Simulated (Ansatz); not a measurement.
Defect migration in 2H silicon carbide: interstitial Li, charge state +1. Level of theory: PBE, PAW (plane waves to 420 eV; Ansatz, a first-principles code).

Cell of 72 host sites held at the relaxed PBE lattice; the Γ point alone; Fermi-Dirac width 0.01 eV, spin-restricted; finite-size errors left in. Energies are static. The host's phase is taken as given; its stability against other phases was not computed. The charge state is imposed; whether it is stable for some Fermi level was not computed. Sites that were not tried may lie lower.

Barriers: single points on a 2×2×2 k-point mesh shifted by half a step along c at the bands' geometries.

The step: Li moves alone to another site; the atom moves 2.54 Å along (0.00, 0.00, 0.50) of the unit cell; the moving atom starts with neighbours 3 C at 1.94, 3 C at 2.50; 3 Si at 2.22, 3 Si at 2.33 Å and ends with 3 C at 1.94, 3 C at 2.50; 3 Si at 2.22, 3 Si at 2.33 Å.

Give the migration barrier of this step at the level PBE, PAW.

174 kJ/mol, the same both ways. At the saddle the moving atom has neighbours 3 C at 1.85; 3 Si at 1.97 Å. The saddle point's order was not checked, and it lies on a symmetry element of the cell, where a band can be held.
